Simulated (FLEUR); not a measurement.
Band structure of Mn₃Si (Fm-3m, 4 atoms in the cell).

```yaml
crystal:
  lattice:
    - [0.00000, 2.82192, 2.82192]
    - [2.82192, 0.00000, 2.82192]
    - [2.82192, 2.82192, 0.00000]
  atoms:
    - { symbol: Mn, position: [0.25000, 0.25000, 0.25000], spin: 4.0 }
    - { symbol: Mn, position: [0.75000, 0.75000, 0.75000], spin: 4.0 }
    - { symbol: Mn, position: [0.50000, 0.50000, 0.50000], spin: 4.0 }
    - { symbol: Si, position: [0.00000, 0.00000, 0.00000] }
```
(The spins are starting values, not results.)

Level of theory: LDA (Perdew-Zunger), all-electron FLAPW (FLEUR), scalar-relativistic valence in FLEUR.

Settings: Kmax = 3.8 1/bohr; GmaxXC = 13.3 1/bohr; xcFunctional = pz; jspins = 2; l_soc = F; mode = hist; fermiSmearingEnergy = 0.00367493 Htr; mesh (inpgen div1-3) = 7 7 7; inpgen gamma flag = false; Gmax = 13.3 1/bohr; numbands = 0; maxIterBroyd = 15; imix = Anderson; alpha = 0.05.

The starting cell comes from a database of computed structures (which also holds hypothetical and non-ambient phases and stackings), without a prior relaxation at this level. Values depend on the basis (sphere radii, cutoffs, local orbitals), which need not be converged.

Levels in eV from the Fermi level, bands 23 to 30 of the first spin channel:
```
point     23     24     25     26    27    28    29    30
-----  -----  -----  -----  -----  ----  ----  ----  ----
Γ       0.05   0.55   0.55   0.55  1.19  1.19  3.87  4.91
X      -0.64  -0.34  -0.34   0.21  0.53  0.83  0.83  1.15
W      -1.16  -0.34  -0.31  -0.12  0.33  0.33  1.39  1.55
K      -0.89  -0.58  -0.57  -0.24  0.52  0.89  1.12  1.66
L      -0.71  -0.69  -0.06  -0.06  0.55  0.55  0.81  4.70
U      -0.89  -0.58  -0.57  -0.24  0.52  0.89  1.12  1.66
```
